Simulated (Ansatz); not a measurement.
**BaWO4 (I4₁/a, No. 88; cell taken from a computed entry)**

Level of theory: r²SCAN (Ansatz, a program for electronic structure, plane waves, PAW).

Run with plane-wave cutoff 560 eV, 8×8×8 k mesh, Fermi–Dirac smearing 0.01 eV, no spin polarisation, scalar-relativistic PAW data made under PBE.

Cell (relaxed with PBEsol):

BaWO$_{4}$ is taken in the tetragonal space group I4₁/a, origin choice 1 (No. 88), Pearson symbol tI24. Conventional cell: a = 5.6055 Å, b = 5.6055 Å, c = 12.5536 Å, α = 90.00°, β = 90.00°, γ = 90.00°. Ba on 4b is surrounded by 8 O at 2.715–2.758 Å. W on 4a is coordinated by 4 O at 1.787 Å (tetrahedral). O on 16f is surrounded by 1 W at 1.787 Å and 2 Ba at 2.715–2.758 Å (trigonal planar). (Neighbours: up to the widest gap in distance over summed covalent radii, below 1.35, at either atom; cation-cation and far metal-metal contacts left out.)
(The calculation used a cell of 12 atoms; values per cell refer to that cell.)

For BaWO4 (I4₁/a, No. 88; cell taken from a computed entry), the band gap is 5.19 eV and the smallest direct gap on the k points sampled is 5.24 eV.

Note: cell and atoms aren't relaxed at this level (largest force component 0.21 eV/Å, pressure 0.7 GPa).

Spin–orbit coupling is not included.

The computed numbers hold no vibrational or temperature effects.

Cost on a shared machine: roughly 4 core-minutes.
